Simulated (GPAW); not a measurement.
GPAW run on NbIr (P4/mmm, 2 atoms in the cell): relaxation of cell and atoms.

Method of the run: LDA (Perdew-Wang 92), GPAW PAW datasets LDA (gpaw-data 1.0.1) (plane waves; GPAW).

```xyz
2
Lattice="2.8782 0.0000 0.0000 0.0000 2.8782 0.0000 0.0000 0.0000 3.8742" Properties=species:S:1:pos:R:3 pbc="T T T"
Nb     1.4391     1.4391     1.9371
Ir     0.0000     0.0000     0.0000
```

Reference input (self-consistent single point, DFT LDA (Perdew-Wang 92), plane waves, GPAW PAW datasets LDA (gpaw-data 1.0.1)): mode = pw; ecut = 550 eV; xc = LDA; kpts = 9 9 7; mesh shift (steps) = 0 0 0; occupations.name = fermi-dirac; occupations.width = 0.1 eV; nbands = -10; convergence.forces = 0.001 eV/Å; symmetry.symmorphic = false; symmetry.tolerance = 0.0005; maxiter = 100. This run's input differs from it in these lines:

```diff
@@ -1,2 +1,4 @@
 from ase import Atoms
+from ase.filters import FrechetCellFilter
+from ase.optimize import LBFGS
 from ase.units import GPa
@@ -17,3 +19,3 @@
             nbands=-10,
-            convergence={'forces': 0.001},
+            convergence={'forces': 0.001, 'density': 1e-05},
             symmetry={'symmorphic': False, 'tolerance': 0.0005},
@@ -22,2 +24,10 @@
 atoms.calc = calc
+
+target = FrechetCellFilter(atoms)
+
+opt = LBFGS(target, logfile='-')
+converged = opt.run(fmax=0.05, steps=40)
+print('Relaxation converged:', converged)
+print('Cell:', atoms.cell.cellpar().round(4))
+print(atoms.get_scaled_positions().round(5))
```

Output, abridged:

```
     iter     time        total  log10-change:
                         energy   eigst   dens  force
iter:   1 --:--:--   -24.863933
iter:   2 --:--:--   -24.409600   -1.35  -1.21
iter:   3 --:--:--   -23.658682   -1.63  -1.25
iter:   4 --:--:--   -23.515317   -2.27  -1.43
iter:   5 --:--:--   -23.435415   -1.61  -1.54
iter:   6 --:--:--   -23.350034   -2.74  -1.90
iter:   7 --:--:--   -23.337269   -2.78  -2.19
iter:   8 --:--:--   -23.335809   -4.23  -2.81
iter:   9 --:--:--   -23.335693c  -4.90  -2.97
iter:  10 --:--:--   -23.335411c  -4.87  -3.08
iter:  11 --:--:--   -23.335400c  -5.86  -3.65
iter:  12 --:--:--   -23.335384c  -6.29  -3.67
iter:  13 --:--:--   -23.335358c  -6.16  -3.86
iter:  14 --:--:--   -23.335361c  -7.03  -4.07
iter:  15 --:--:--   -23.335359c  -7.73c -4.27
iter:  16 --:--:--   -23.335356c  -7.57c -4.38
iter:  17 --:--:--   -23.335357c  -8.87c -4.53
iter:  18 --:--:--   -23.335357c  -8.99c -4.54
iter:  19 --:--:--   -23.335357c  -9.41c -4.63
iter:  20 --:--:--   -23.335357c  -8.10c -4.69
iter:  21 --:--:--   -23.335357c  -9.48c -5.50c
iter:  22 --:--:--   -23.335357c -10.56c -5.89c -29.17c
Converged after 22 iterations.

Dipole moment: (-0.000000, -0.000000, -0.000000) |e|*Ang

Energy contributions relative to reference atoms: (reference = -588007.768020)

Kinetic:         -4.268338
Potential:       -1.532483
External:        +0.000000
XC:             -17.207639
Entropy (-ST):   -0.061083
Local:           -0.296356
SIC:             +0.000000
--------------------------
Free energy:    -23.365899
Extrapolated:   -23.335357

Showing only first 2 kpts
 Kpt  Band  Eigenvalues  Occupancy
  0    12     11.65813    1.99966
  0    13     12.20672    1.92197
  0    14     14.00980    0.00000
  0    15     16.34624    0.00000

  1    12     11.40380    1.99997
  1    13     12.24851    1.88384
  1    14     13.60410    0.00004
  1    15     15.57380    0.00000

Fermi level: 12.52713

No gap
   [... lines left out ...]
Occupation numbers: Fermi-Dirac:
Atomic positions and initial magnetic moments
Free energy:    -23.428778
Fermi level: 13.04611
No gap
Occupation numbers: Fermi-Dirac:
Atomic positions and initial magnetic moments
Free energy:    -23.445410
Fermi level: 13.50789
No gap
   [... lines left out ...]
     0.000000     0.001500     0.000000
     0.000000     0.000000     0.000724

Forces in eV/Ang:
  0 Nb   -0.00000   -0.00000    0.00000
  1 Ir    0.00000    0.00000    0.00000

LBFGS:    4 --:--:--      -23.448247        0.022781
Relaxation converged: True
Cell: [ 2.8082  2.8082  3.8509 90.     90.     90.    ]
[[0.5 0.5 0.5]
 [0.  0.  0. ]]
Energy (eV): -23.420245
Stress (GPa, Voigt): [0.2404 0.2404 0.1161 0.     0.     0.    ]
```

The run converged. GPAW prints stress with tension positive. 

Summary of the result:
- Free energy E − TS (from the program's reference atoms) = -23.4482 eV
- Fermi level (on the code's own zero) = 13.44 eV
- Pressure = -0.20 GPa
- Final cell = a = b = 2.8082 Å, c = 3.8509 Å, α = β = γ = 90.00°
- Final volume per atom = 15.18 Å³
- Relaxation steps = 4

The starting cell comes from a database of computed structures (which also holds hypothetical and non-ambient phases and stackings), without a prior relaxation at this level. Spin polarisation is off. The relaxation keeps the symmetry of its start, so its end need not be a minimum.

Cost on one core of a shared machine: roughly 90 s.
